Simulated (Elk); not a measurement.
A self-consistent single point of Pd (Fm-3m, 1 atom in the cell) with Elk.

Method of the run: PBE, all-electron FP-LAPW, Elk's shipped species files, LAPW+lo basis (Elk 10.2.4).

The change in words: lattice scaled by 0.98; swidth: 0.00367493 Ha → 0.00183747 Ha; ngridk: 10 10 10 → 23 23 23. Reference geometry:
```
CELL_PARAMETERS angstrom
      0.00000     1.95084     1.95084
      1.95084     0.00000     1.95084
      1.95084     1.95084     0.00000
ATOMIC_POSITIONS crystal
  Pd 0.00000 0.00000 0.00000
```

Reference input (self-consistent single point, DFT, PBE, all-electron FP-LAPW, Elk's shipped species files, LAPW+lo basis): xctype = 20; rgkmax = 7.5; stype = 3; swidth = 0.00367493 Ha; ngridk = 10 10 10; gmaxvr = 14 1/bohr; nxoapwlo = 1; rmtscf = 0.94. This run's input differs from it in these lines:

```diff
@@ -22,8 +22,8 @@
 swidth
-  0.00367493
+  0.00183747
 
 avec
-    0.0000000000    3.6865438643    3.6865438643
-    3.6865438643    0.0000000000    3.6865438643
-    3.6865438643    3.6865438643    0.0000000000
+    0.0000000000    3.6128124201    3.6128124201
+    3.6128124201    0.0000000000    3.6128124201
+    3.6128124201    3.6128124201    0.0000000000
 
@@ -39,3 +39,3 @@
 ngridk
-  10 10 10
+  23 23 23
```

The program printed (abridged):

```
│ Self-consistent loop started │
│ Loop number : 1 │
 total energy                :     -5040.11963539
│ Loop number : 2 │
 total energy                :     -5040.48735572
RMS change in Kohn-Sham potential (target) :   0.2616641720     (  0.1000000000E-05)
Absolute change in total energy (target)   :   0.3677203320     (  0.1000000000E-03)
│ Loop number : 3 │
 total energy                :     -5042.09634167
RMS change in Kohn-Sham potential (target) :   0.2163205709     (  0.1000000000E-05)
Absolute change in total energy (target)   :    1.700916035     (  0.1000000000E-03)
│ Loop number : 4 │
   [... lines left out ...]
Absolute change in total energy (target)   :   0.3057103660E-02 (  0.1000000000E-03)
│ Loop number : 13 │
 total energy                :     -5047.15204322
RMS change in Kohn-Sham potential (target) :   0.9573533353E-06 (  0.1000000000E-05)
Absolute change in total energy (target)   :   0.2721053743E-03 (  0.1000000000E-03)
│ Loop number : 14 │
 total energy                :     -5047.15201744
RMS change in Kohn-Sham potential (target) :   0.1723646020E-06 (  0.1000000000E-05)
Absolute change in total energy (target)   :   0.4225244902E-04 (  0.1000000000E-03)
Convergence targets achieved

│ Loop number : 15 │

Energies :
 Fermi                       :     0.358201096732
 total energy                :     -5047.15201439

Density of states at Fermi energy :    58.79054898
 (states/Hartree/unit cell)

Estimated indirect band gap :   0.9726101848E-04
 from k-point    298 to k-point    195
Estimated direct band gap   :   0.6867107515E-02
 at k-point    140

Charges :
 core                        :    28.00000000
 valence                     :    18.00000000
 interstitial                :    1.210878400
 muffin-tins (core leakage)
  species :    1 (Pd)
   atom    1                 :    44.78912160     (  0.1753453915E-07)
 total in muffin-tins        :    44.78912160
 total calculated charge     :    46.00876893
 total charge                :    46.00000000
 error                       :   0.8768930874E-02

│ Self-consistent loop stopped │
```

The run converged in 15 iterations. The count includes the last loop, which Elk runs after its targets are met. Against the reference run the free energy goes up by 91.0 meV/atom.

The starting cell has typed, rounded lattice constants, without a prior relaxation at this level. Its lattice was rescaled by up to half a per cent. For this run, on top of that: lattice scaled by 0.98. Spin polarisation is off. Values depend on the basis (sphere radii, cutoffs, local orbitals), which need not be converged. The log's line on a gap gives a spacing of levels on this mesh, which the program prints for metals too.
